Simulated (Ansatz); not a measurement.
Consider BeTe in the zinc blende structure (space group F-43m, No. 216; a = 5.657 Å).

Computed with r2SCAN/PAW in Ansatz (an electronic-structure program), spin-orbit coupling left out.

For the base:

- Hole mass: 0.21, 0.35, 0.35 mₑ (at Γ)
- Width of the top valence band: 3.23 eV
- Valley order: X along ⟨100⟩ 2.37 eV; L along ⟨111⟩ 3.51 eV

The change: a hydrostatic pressure of 4.5 GPa.

### Question
How does this affect the hole mass, width of the top valence band, mean gap deformation potential ΔEg/Δln V and valley order?

### Answer
The hole mass (degenerate bands, along [100]) becomes 0.21, 0.31, 0.31 mₑ (at Γ) (base: 0.21, 0.35, 0.35 mₑ (at Γ)); the width of the top valence band increases by 0.34 eV, from 3.23 eV to 3.57 eV; the mean gap deformation potential ΔEg/Δln V comes out as +2.5 eV; the valley order (the lowest conduction-band minima on the path, energy above the VBM, named in the base's zone) changes from X along ⟨100⟩ 2.37 eV; L along ⟨111⟩ 3.51 eV to X along ⟨100⟩ 2.21 eV; L along ⟨111⟩ 3.70 eV.

Spin-orbit coupling, missing from the scalar runs, can matter with Te. Load acts through the strain it causes; cell and atoms are relaxed under it. Masses are band curvatures over ±0.01 Å⁻¹ around the edge. Stability against distortions was not tested.
